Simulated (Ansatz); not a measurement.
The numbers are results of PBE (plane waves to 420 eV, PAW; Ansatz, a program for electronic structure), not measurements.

Plane-averaged electrostatic potential energy along the normal, in eV from the Fermi level, for a constructed model of the (111) surface of fcc Pd, p(2x2) layer of I, one a cell, on the site that continues the host's stacking (bottom of the slab: a bare face, its two planes held):

(z (Å), V (eV)): (3.61, 5.21); (3.89, 5.21); (4.17, 5.21); (4.44, 5.21); (4.72, 5.21); (5.00, 5.20); (5.28, 5.19); (5.56, 5.16); (5.83, 5.10); (6.11, 4.98); (6.39, 4.72); (6.67, 4.15); (6.94, 2.91); (7.22, -0.15); (7.50, -6.69); (7.78, -13.69); (8.06, -17.80); (8.33, -15.57); (8.61, -9.09); (8.89, -2.21); (9.17, 1.12); (9.44, 0.07); (9.72, -5.55); (10.00, -12.61); (10.28, -17.54); (10.56, -16.63); (10.83, -10.74); (11.11, -3.71); (11.39, 0.63); (11.67, 0.42); (11.94, -4.40); (12.22, -11.46); (12.50, -17.02); (12.78, -17.26); (13.06, -11.97); (13.33, -4.91); (13.61, 0.25); (13.89, 0.80); (14.17, -3.08); (14.44, -10.06); (14.72, -16.20); (15.00, -17.75); (15.28, -13.27); (15.56, -6.30); (15.83, -0.39); (16.11, 0.99); (16.39, -1.94); (16.67, -8.67); (16.94, -15.22); (17.22, -17.94); (17.50, -14.44); (17.78, -7.65); (18.06, -1.17); (18.33, 1.17); (18.61, -0.66); (18.89, -6.88); (19.17, -13.80); (19.44, -17.89); (19.72, -15.75); (20.00, -9.43); (20.28, -2.64); (20.56, 0.92); (20.83, 1.20); (21.11, 1.05); (21.39, 1.39); (21.67, 1.60); (21.94, 1.38); (22.22, 1.56); (22.50, 2.66); (22.78, 3.80); (23.06, 4.30); (23.33, 4.51); (23.61, 4.61); (23.89, 4.65); (24.17, 4.66); (24.44, 4.67); (24.72, 4.68); (25.00, 4.68); (25.28, 4.68); (25.56, 4.68); (25.83, 4.68); (26.11, 4.68)

Slab: 25 atoms, 13.8 Å thick at the start; k 8x8x1, smearing 0.1 eV, dipole-corrected; 8 atoms held, the rest relaxed; held to the start's symmetry, so lower structures may exist; no spin, no spin-orbit, no U. It is one candidate, not shown to be the stable structure of the face.

Question: The surface cell has an area of 26.94 Å². What dipole along the normal does the step between the two vacuum levels imply?

Answer: the top vacuum level lies 0.54 eV below the bottom one; p = −ε₀ A ΔV (ε₀ = 0.005526 e/(V·Å)) gives 0.08 e·Å a cell.
